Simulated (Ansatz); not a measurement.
Results of PBEsol (plane waves, PAW; Ansatz, a quantum-chemistry and plane-wave program) for Si (Cmcm, No. 63, 12 atoms in the cell; start mp-1095269; another form than the element's usual one).

Settings: plane-wave cutoff 520 eV, 10×10×4 k mesh (along the axes of the cell as run), Fermi–Dirac smearing 0.01 eV, scalar-relativistic PAW data made under PBE.

Computed at the level's own relaxed cell.

```yaml
crystal:
  lattice:
    - [1.91144, -5.34863, 0.00000]
    - [1.91144, 5.34863, 0.00000]
    - [0.00000, 0.00000, 12.65372]
  atoms:
    - { symbol: Si, position: [0.75704, 0.24296, 0.44509] }
    - { symbol: Si, position: [0.24296, 0.75704, 0.55491] }
    - { symbol: Si, position: [0.24296, 0.75704, 0.94509] }
    - { symbol: Si, position: [0.75704, 0.24296, 0.05491] }
    - { symbol: Si, position: [0.42869, 0.57131, 0.65722] }
    - { symbol: Si, position: [0.57131, 0.42869, 0.34278] }
    - { symbol: Si, position: [0.57131, 0.42869, 0.15722] }
    - { symbol: Si, position: [0.42869, 0.57131, 0.84278] }
    - { symbol: Si, position: [0.97119, 0.02881, 0.40937] }
    - { symbol: Si, position: [0.02881, 0.97119, 0.59063] }
    - { symbol: Si, position: [0.02881, 0.97119, 0.90937] }
    - { symbol: Si, position: [0.97119, 0.02881, 0.09063] }
```

Problem. List the 34 lowest band energies at Γ above −25 eV (eV, relative to the valence band maximum), grouping those that round alike.

Solution. At Γ: -12.15, -11.82, -10.58, -9.25, -8.72, -7.93, -6.94, -6.48, -6.17, -5.11, -5.00, -4.37, -3.85, -3.68, -2.56, -2.32, -1.86, -1.78, -1.66, -1.59, -1.30, -0.99, -0.54, -0.47, 0.58, 1.17, 1.24, 1.31, 1.72, 1.99, 2.28, 2.32, 3.20, 3.38.

A start named mp-… is a Materials Project structure, which need not be a measured phase.
